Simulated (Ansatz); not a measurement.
What biaxial strain −0.50 %, plane normal [001], relaxed out of plane does to HgTe

Base system: HgTe in the zinc blende structure (space group F-43m, No. 216; a = 6.573 Å). Axes: x, y, z lie along the cube axes.

Modification: compressive biaxial strain of 0.50 % in the plane normal to [001], as in epitaxy on a mismatched substrate; the out-of-plane cell vector and the atoms relax.

The values are results of r2SCAN (Ansatz, an electronic-structure program), spin-orbit coupling left out, not measurements. Settings: 12×12×12 k-points, 0.05 eV Fermi–Dirac smearing.

| quantity | base | changed | shift |
|---|---|---|---|
| volume per atom | 35.49 Å³ | 35.38 Å³ | -0.11 Å³ |
| shortest interatomic distance | 2.846 Å | 2.843 Å | -0.003 Å |
| energy relative to the base (free energy F) | 0 meV/atom | +0.2 meV/atom | +0.2 meV/atom |
| band gap | zero | zero | – |
| out-of-plane strain (rough) | – | +0.69 % | – |
| mean in-plane stress (compression positive) (rough) | – | +0.2 GPa | – |

Final structure (turned so that z lies along the plane normal):

```yaml
crystal:
  lattice:
    - [4.62443, 0.00000, 0.00000]
    - [0.00000, 4.62443, 0.00000]
    - [2.31221, -2.31221, 3.30901]
  atoms:
    - { symbol: Hg, position: [0.00000, 0.00000, 0.00000] }
    - { symbol: Te, position: [0.75000, 0.75000, 0.50000] }
```

Cost of the whole job for the changed cell (relaxation, final SCF and bands): very roughly 2.5 core-minutes.

Without a gap, meshes like the base's 12×12×12 leave anisotropic stresses uncertain by several tenths of a GPa, and small strain energies with them. With Hg and Te present, leaving out spin-orbit coupling can change the band edges. Whether these cells are dynamically stable was not tested. The final runs are not spin-polarised. The zero or small gap of HgTe can change with the level of theory.
